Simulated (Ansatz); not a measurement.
The starting structures come from a database of crystals and need not be the phases stable at ambient conditions.

 Where the default PAW files enter, the runs use the earlier of Ansatz's two default sets.

The decay constant κ of evanescent states in the gap governs leakage through a thin film.

Here is the system:

```xyz
12
Lattice="5.9716 0.0000 0.0000 0.0000 5.9716 0.0000 0.0000 0.0000 5.9716" Properties=species:S:1:pos:R:3 pbc="T T T"
Ru     0.0000     2.9858     2.9858
Ru     2.9858     2.9858     0.0000
Ru     2.9858     0.0000     2.9858
Ru     0.0000     0.0000     0.0000
Se     3.6989     5.2585     5.2585
Se     2.2727     0.7131     0.7131
Se     5.2585     0.7131     2.2727
Se     0.7131     5.2585     3.6989
Se     0.7131     3.6989     0.7131
Se     5.2585     2.2727     5.2585
Se     2.2727     2.2727     3.6989
Se     3.6989     3.6989     2.2727
```

Space group of this cell: Pa-3. The cell is taken as given.

Transport runs along the normal of the first two printed cell vectors, the (001) plane of the conventional cell.

The gap is the functional's own, uncorrected, and κ follows it; spin-orbit coupling is left out. Mid-gap values are interpolated between the computed energies.

Q: Give the band gap and the smallest decay constant κ at mid-gap that r2SCAN run with Ansatz (a quantum-chemistry and plane-wave program) yields.

A: Gap 0.56 eV on a 6×6×6 mesh; κ = 0.143 1/Å, at the zone centre.
